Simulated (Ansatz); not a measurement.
# A computed series for LiF: point defects

The parent structure is a 16-atom supercell of LiF in the rock salt structure (space group Fm-3m, No. 225; a = 3.990 Å) at its relaxed geometry.

One neutral defect a cell, atoms relaxed at fixed cell.

All numbers come from r2SCAN, PAW, 500 eV (Ansatz, a first-principles code; no spin-orbit coupling).

| change | pressure | largest displacement of a host atom from its site in the perfect cell |
|---|---|---|
| perfect supercell | 0.0 GPa | – |
| Li interstitial (started 1.41 Å from the nearest host atom) | 18.6 GPa | 0.26 Å |
| Li interstitial (started 1.56 Å from the nearest host atom) | 18.6 GPa | 0.26 Å |
| I on a F site, symmetric start | 31.5 GPa | 0.24 Å |
| Cl on a F site | 12.4 GPa | 0.13 Å |

The magnetic state is the one reached from the starting moments; the real material's order can differ, and small cells can't hold many antiferromagnetic ones. The cell is small, so the values are those of an ordered compound at a high defect concentration; dilute-limit values will differ. The mesh was chosen for an insulator and is coarse for the gapless case. Defects with a symmetric start kept the site's symmetry and may sit on a saddle; the others started slightly shaken. Seeded moments were not kept for Li interstitial (started 1.41 Å from the nearest host atom), Li interstitial (started 1.56 Å from the nearest host atom), I on a F site and Cl on a F site.
